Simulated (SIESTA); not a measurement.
# Short convergence ladders for a (100) slab of YSi2Rh3 (cut from a parent of space group no. 191; 6 atoms in the cell)

```
Rh3YSi2
1.0
    5.45552     0.00000     0.00000
    0.00000     3.59293     0.00000
    0.00000     0.00000    17.14980
Y Si Rh
1 2 3
Direct
  0.60567   0.00000   0.59183
  0.10567   0.00000   0.50000
  0.60567   0.00000   0.40817
  0.10567   0.50000   0.59183
  0.85567   0.50000   0.45408
  0.35567   0.50000   0.45408
```

Base method: SIESTA with GGA PBEsol, numerical atomic orbitals TZP, PseudoDojo PBEsol standard norm-conserving potentials (rewritten from UPF to PSML).

Base settings: XC.functional = GGA; XC.authors = PBEsol; potentials = PseudoDojo PBEsol standard; PAO.BasisSize = TZP; PAO.EnergyShift = 0.01 Ry; MeshCutoff = 300 Ry; kgrid.MonkhorstPack = 3 4 1; OccupationFunction = FD; ElectronicTemperature = 1160.45 K; MaxSCFIterations = 150.

**The vacuum**

The mesh stays at the base's, so the ladder's end is converged at best in this setting alone.

Only quantities that move along the ladder and can be compared are tabulated; forces are left out, as grid noise moves with the cell.

```csv
vacuum between outermost atoms (Å),free energy less the last step's (meV/atom)
3.0,-230.22
4.0,-70.85
5.0,-15.61
6.0,-2.49
7.0,-1.43
8.0,-1.24
10.0,-0.83
12.0,-0.62
14.0,-0.47
20.0,-0.18
30.0,0.00
```

Smallest vacuum between outermost atoms (Å) that holds the free energy within 5 meV/atom of the last step, with all finer ones: 6.0; the step before is off by 16 meV/atom.

**The k-point mesh**

Only quantities that move along the ladder and can be compared are tabulated.

```tsv
kgrid.MonkhorstPack	free energy less the last step's (meV/atom)	largest difference of a force vector from the last step's (eV/Å)
1 2 1	143.67	1.327
2 2 1	-30.97	0.919
2 3 1	30.74	0.534
3 4 1	-9.64	0.432
3 5 1	-1.67	0.238
4 6 1	1.06	0.098
5 7 1	-2.31	0.036
5 8 1	0.88	0.060
7 11 1	0.70	0.011
10 15 1	-0.17	0.004
13 20 1	-0.03	0.003
16 24 1	0.00	0.000
```

Coarsest kgrid.MonkhorstPack that holds the forces within 0.01 eV/Å of the last step, with all finer ones: 10 15 1; the step before is off by 0.011 eV/Å.

Coarsest kgrid.MonkhorstPack that holds the free energy within 2 meV/atom of the last step, with all finer ones: 5 8 1; the step before is off by 2.3 meV/atom.

On the base run: the starting cell comes from a database of computed structures (which also holds hypothetical and non-ambient phases and stackings), without a prior relaxation at this level. The slab is cut from that crystal, and its faces are unrelaxed. Its lattice was rescaled by up to half a per cent. Spin polarisation is off. The two faces of this cut differ, and no dipole correction was used. Values carry the incompleteness of an atom-centred basis. In the base run, forces exceed 1 eV/Å. Without a gap this mesh is coarse (it stands for a supercell whose shortest in-plane vector is 14 Å).
